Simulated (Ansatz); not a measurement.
Where the default PAW files enter, the runs use the earlier of Ansatz's two default sets.

The decay constant κ of evanescent states in the gap governs leakage through a thin film.

Input:

```
CELL_PARAMETERS angstrom
      6.35542     0.00000     0.00000
      3.17771     6.09166    -0.11609
      3.17771    -0.51901     1.75971
ATOMIC_POSITIONS crystal
  Sn 0.00000 0.00000 0.00000
  S  0.41221 0.25446 0.25446
  S  0.58779 0.74554 0.74554
```

Space group of this cell: P-3m1, CdI2 type. The cell was relaxed by PBE-D3(BJ); by PBEsol its mean pressure is -0.6 GPa.

Transport runs along the normal of the first two printed cell vectors, the (111) plane of the conventional cell.

The gap is the functional's own, uncorrected, and κ follows it; spin-orbit coupling is left out. Mid-gap values are interpolated between the computed energies.

Task: Give the band gap and the smallest decay constant κ at mid-gap that PBEsol (Ansatz, a program for electronic structure) yields.

Result: Gap 1.13 eV on a 18×18×18 mesh; κ = 0.152 1/Å, at the zone centre.
